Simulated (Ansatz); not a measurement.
Results of PBEsol (PAW; Ansatz, a quantum-chemistry and plane-wave program) for RuIr (model structure, started from the CsCl type, Pm-3m, No. 221, 2 atoms in the cell).

Numerical settings: plane-wave cutoff 520 eV, 18×18×18 k mesh, Fermi–Dirac smearing 0.05 eV, no spin polarisation, scalar-relativistic PAW data made under PBE.

Cell (relaxed at this level):

```xyz
2
Lattice="3.0476 0.0000 0.0000 0.0000 3.0476 0.0000 0.0000 0.0000 3.0476" Properties=species:S:1:pos:R:3 pbc="T T T"
Ru     0.0000     0.0000     0.0000
Ir     1.5238     1.5238     1.5238
```

Give the computed bulk modulus.


* **bulk modulus**: 327 GPa

Note: the run has no spin polarisation, so it can have missed a magnetic state; the bulk modulus is −V dP/dV from two relaxed cells at ±2 % in volume; the relaxation could raise the start's symmetry but not lower it, so the cell can be a saddle point.

Spin–orbit coupling is not included.

The computed numbers hold no vibrational or temperature effects.

The result took about 50 core-seconds (a rough figure).

A model structure was made by putting elements into a prototype or built by hand; it is no filed structure, need not be a known phase, and can be a saddle point held by its symmetry.
